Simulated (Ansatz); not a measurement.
The reference is C (space group I4/mmm, No. 139; a model cell, its experimental status unchecked).

```yaml
crystal:
  lattice:
    - [-2.17820, 2.17820, 1.24946]
    - [2.17820, -2.17820, 1.24946]
    - [2.17820, 2.17820, -1.24946]
  atoms:
    - { symbol: C, position: [0.18031, 0.18031, 0.36062] }
    - { symbol: C, position: [0.18031, 0.81969, 0.00000] }
    - { symbol: C, position: [0.81969, 0.18031, 0.00000] }
    - { symbol: C, position: [0.81969, 0.81969, 0.63938] }
```

Calculations: PBEsol, PAW, 420 eV (Ansatz, a program for electronic structure; no spin-orbit coupling).

Before the change:

* **Volume per atom**: 5.93 Å³
* **Band gap**: 2.27 eV
* **c/a ratio**: 0.574

Perturbation: a hydrostatic pressure of 1.5 GPa.

Problem. What does the calculation give for the volume per atom after the change?

Solution. The volume per atom shrinks by 0.02 Å³ to 5.91 Å³.

Problem. What happens to the band gap?

Solution. The band gap stays essentially unchanged (2.27 eV against 2.26 eV).

Problem. What does the calculation give for the c/a ratio after the change?

Solution. The c/a ratio stays 0.574.

Load acts through the strain it causes; cell and atoms are relaxed under it. Whether these cells are dynamically stable was not tested. This is not the structure that C has at room temperature and ambient pressure.
